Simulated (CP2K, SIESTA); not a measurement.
A SIESTA input for a self-consistent single point of SrYMg6 (P1, 8 atoms in the cell) (DFT, LDA PW92, numerical atomic orbitals DZP, PseudoDojo LDA standard norm-conserving potentials (rewritten from UPF to PSML)):

```
# files in the folder: Sr.psml Y.psml Mg.psml (PseudoDojo LDA standard)
SystemName  SrYMg6
SystemLabel SrYMg6

NumberOfAtoms                8
NumberOfSpecies              3
%block ChemicalSpeciesLabel
  1 38 Sr
  2 39 Y
  3 12 Mg
%endblock ChemicalSpeciesLabel
LatticeConstant              1.0 Ang
%block LatticeVectors
     5.260140000    0.000000000    0.000000000
     0.000000000    3.546355000    5.843935000
     0.000000000   -3.546355000    5.843935000
%endblock LatticeVectors
AtomicCoordinatesFormat      Bohr
%block AtomicCoordinatesAndAtomicSpecies
     0.049144467   -0.130708781   13.190634113  1
     5.032775161    0.077115768   19.915280856  2
     4.991403948   -3.705450513   14.740436881  3
     5.009733721    3.761047316   14.580064094  3
     4.954873625    0.040605235    8.961340226  3
    -0.155276239   -3.120873184    7.498957303  3
    -0.111439851    3.124291021    7.556228565  3
     0.109243062   -0.046013458    1.904771952  3
%endblock AtomicCoordinatesAndAtomicSpecies

XC.functional                LDA
XC.authors                   PW92
PAO.BasisSize                DZP
PAO.EnergyShift              0.01 Ry
MeshCutoff                   350 Ry
%block kgrid.MonkhorstPack
    4   0   0  0.0
    0   3   0  0.0
    0   0   3  0.0
%endblock kgrid.MonkhorstPack
OccupationFunction           FD
ElectronicTemperature        1160.45 K

MaxSCFIterations             150
SCF.Mixer.Method             Broyden
SCF.Mixer.Weight             0.2
SCF.Mixer.History            8
SCF.DM.Tolerance             1.0E-04
Diag.ParallelOverK           true
WriteForces                  true
```

### Question
Give the CP2K input for the same structure, mesh, smearing and functional.

### Answer
This is the input that was run; spellings and numerical settings could be chosen otherwise.

```
&GLOBAL
  PROJECT scf
  RUN_TYPE ENERGY_FORCE
  PRINT_LEVEL MEDIUM
&END GLOBAL
&FORCE_EVAL
  METHOD Quickstep
  STRESS_TENSOR ANALYTICAL
  &DFT
    BASIS_SET_FILE_NAME BASIS_MOLOPT_UCL
    POTENTIAL_FILE_NAME GTH_POTENTIALS
    &QS
      METHOD GPW
      EPS_DEFAULT 1E-10
    &END QS
    &MGRID
      CUTOFF 500
      REL_CUTOFF 50
      NGRIDS 5
    &END MGRID
    &SCF
      SCF_GUESS ATOMIC
      EPS_SCF 1E-7
      MAX_SCF 100
      ADDED_MOS 6
      &DIAGONALIZATION
        ALGORITHM STANDARD
      &END DIAGONALIZATION
      &MIXING
        METHOD BROYDEN_MIXING
        ALPHA 0.2
        NBUFFER 10
        BETA 1
      &END MIXING
      &SMEAR ON
        METHOD FERMI_DIRAC
        ELECTRONIC_TEMPERATURE [K] 1160.45
      &END SMEAR
    &END SCF
    &KPOINTS
      SCHEME MONKHORST-PACK 4 3 3
      GAMMA_CENTERED T
    &END KPOINTS
    &XC
      &XC_FUNCTIONAL PADE
      &END XC_FUNCTIONAL
    &END XC
    &PRINT
      &MO
        EIGENVALUES T
        OCCUPATION_NUMBERS T
        NDIGITS 8
        FILENAME mo
        &EACH
          QS_SCF 0
        &END EACH
        ADD_LAST NUMERIC
      &END MO
      &MULLIKEN ON
      &END MULLIKEN
    &END PRINT
  &END DFT
  &SUBSYS
    &CELL
      ABC 5.26014000 6.83580400 6.83580405
      ALPHA_BETA_GAMMA 62.50240993 90.00000000 90.00000000
      PERIODIC XYZ
    &END CELL
    &COORD
      SCALED
      Sr       0.00494400     0.58746400     0.60696800
      Y        0.50630400     0.90743300     0.89592600
      Mg       0.50214200     0.39092600     0.94384300
      Mg       0.50398600     0.94073000     0.37951700
      Mg       0.49846700     0.40876100     0.40270200
      Mg      -0.01562100     0.10667700     0.57236500
      Mg      -0.01121100     0.57521300     0.10901500
      Mg       0.01099000     0.08280700     0.08967300
    &END COORD
    &KIND Sr
      BASIS_SET TZVP-MOLOPT-SR-GTH-q10
      POTENTIAL GTH-PADE-q10
    &END KIND
    &KIND Y
      BASIS_SET TZVP-MOLOPT-SR-GTH-q11
      POTENTIAL GTH-PADE-q11
    &END KIND
    &KIND Mg
      BASIS_SET TZVP-MOLOPT-SR-GTH-q2
      POTENTIAL GTH-PADE-q2
    &END KIND
  &END SUBSYS
  &PRINT
    &FORCES ON
    &END FORCES
    &STRESS_TENSOR ON
    &END STRESS_TENSOR
  &END PRINT
&END FORCE_EVAL
```

Basis settings and potentials, where a program has them, do not carry over. This input uses DFT LDA (Pade form), GPW, TZVP-MOLOPT-SR-GTH basis, GTH-PADE potentials (GTH_POTENTIALS). LDA parametrisations can differ slightly between programs.

The starting cell comes from a database of computed structures (which also holds hypothetical and non-ambient phases and stackings), without a prior relaxation at this level. For this run, on top of that: atoms moved at random.
